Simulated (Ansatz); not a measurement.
The starting structures come from a database of crystals and need not be the phases stable at ambient conditions.

 Where the default PAW files enter, the runs use the earlier of Ansatz's two default sets.

By PBEsol, the system below comes out a metal.

A figure of merit of an interconnect metal is its ballistic conductance per area.

Data:

```xyz
8
Lattice="5.6000 0.0000 0.0000 -1.4457 10.6288 0.0000 2.7085 0.3684 2.7741" Properties=species:S:1:pos:R:3 pbc="T T T"
Y      3.3857     9.1529     2.3133
Y      3.4771     1.8443     0.4608
Ge     4.8314     6.7440     1.2217
Ge     2.0314     4.2532     1.5525
Ge     6.1857    10.1151     2.1855
Ge     0.6771     0.8821     0.5886
Ge     2.0314     6.7000     1.2275
Ge     4.8314     4.2973     1.5466
```

Space group of this cell: Cmcm. The cell is taken as given; by PBEsol its mean pressure is -2.1 GPa.

The current flows along the normal of the first two printed cell vectors. No spin-orbit coupling; the value is a mean over 0.1 eV about the Fermi level.

Question: Estimate the ballistic conductance per area that PBEsol (Ansatz, an electronic-structure program) returns for this system.

Answer: 0.53 × 10¹⁵ S/m² for both spins.
